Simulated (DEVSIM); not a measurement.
Device: Cr/Si3N4/p-In0.53Ga0.47As capacitor, at 300 K.

```
layer (left to right)        material  thickness (nm)  Na (cm⁻³)
---------------------  --------------  --------------  ---------
1                               Si3N4            2.90          -
2                      In0.53Ga0.47As             860     4.3e17
```

Metal gate on the left, work function 4.5 eV. Fixed charge at the semiconductor interface 0 cm⁻² (in units of +e); interface traps 2.4e10 cm⁻² eV⁻¹, uniform in energy, neutral level at 0.5 of the gap above the valence band.

The device is made up for the run: typed textbook-type constants, with dimensions and the other settings drawn at random. Values at 300 K.

| parameter | Si3N4 | In0.53Ga0.47As |
|---|---|---|
| gap (eV) | 5.1 | 0.74 |
| affinity (eV) | 2.1 | 4.51 |
| permittivity | 7.5 | 13.9 |
| Nc (cm⁻³) | - | 2.1e17 |
| Nv (cm⁻³) | - | 7.7e18 |

Model (solved in DEVSIM): 1D Poisson equation in equilibrium, Boltzmann statistics, complete ionisation; no quantum confinement or tunnelling. Metal contacts follow the ideal Schottky-Mott rule: no Fermi-level pinning, no interface dipoles.

Tabulate band edges, carrier densities and field at -0.25 V on the gate.

Energies count from the Fermi level of the right contact; mesh points crowd at the junctions.

```csv
x (μm),Ec (eV),Ev (eV),n (cm⁻³),p (cm⁻³),field (V/cm)
0.000,2.650,-2.450,< 1e2,< 1e2,340000
0.0007576,2.676,-2.424,< 1e2,< 1e2,340000
0.001594,2.704,-2.396,< 1e2,< 1e2,340000
0.002407,2.732,-2.368,< 1e2,< 1e2,340000
0.003482,0.349,-0.391,2.9e11,2.1e12,180000
0.004944,0.375,-0.365,1.1e11,5.7e12,170000
0.007834,0.422,-0.318,1.7e10,3.5e13,160000
0.01546,0.525,-0.215,3.2e8,1.9e15,110000
0.02696,0.619,-0.121,8300000,7.2e16,52000
0.04809,0.663,-0.077,1500000,3.9e17,4000
0.08693,0.665,-0.075,1400000,4.3e17,14
0.1935,0.665,-0.075,1400000,4.3e17,≈ 0
0.3542,0.665,-0.075,1400000,4.3e17,≈ 0
0.5767,0.665,-0.075,1400000,4.3e17,≈ 0
0.7364,0.665,-0.075,1400000,4.3e17,≈ 0
0.7946,0.665,-0.075,1400000,4.3e17,≈ 0
0.8275,0.665,-0.075,1400000,4.3e17,≈ 0
0.8442,0.665,-0.075,1400000,4.3e17,≈ 0
0.8552,0.665,-0.075,1400000,4.3e17,≈ 0
0.8593,0.665,-0.075,1400000,4.3e17,≈ 0
0.8615,0.665,-0.075,1400000,4.3e17,≈ 0
0.8629,0.665,-0.075,1400000,4.3e17,≈ 0
```
